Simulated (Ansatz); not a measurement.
Start from a 16-atom supercell of KBr in the rock salt structure (space group Fm-3m, No. 225; a = 6.705 Å) at its relaxed geometry.

All numbers come from Kohn–Sham DFT with the PBE functional, run in Ansatz (an electronic-structure program) with PAW and 420 eV plane waves, scalar-relativistic without spin-orbit coupling.

Before the change:

```
Item        Value
--------  -------
Pressure  0.0 GPa
```

Now apply this change: a neutral K on a Br site (antisite), atoms relaxed at fixed cell, starting from a slightly rattled geometry.

Tabulated Pauling electronegativity and covalent radius: Br 2.96, 1.20 Å; K 0.82, 2.03 Å.

Q: Estimate the effect on the largest displacement of a host atom from its site in the perfect cell.

A: The largest displacement of a host atom from its site in the perfect cell is 0.53 Å.

Q: How does this affect the pressure?

A: The pressure goes from zero to 1.2 GPa.

Q: Predict the new shift of the substituted atom off its lattice site.

A: The shift of the substituted atom off its lattice site amounts to 1.41 Å.

Other magnetic orders, which the real material may have, were not ruled out. The cell is small, so the values are those of an ordered compound at a high defect concentration; dilute-limit values will differ. Starting moments died away, wholly or in part, for K on a Br site (antisite); another magnetic solution may exist. The defect cell is spin-polarised and ends with 0.0 μB.
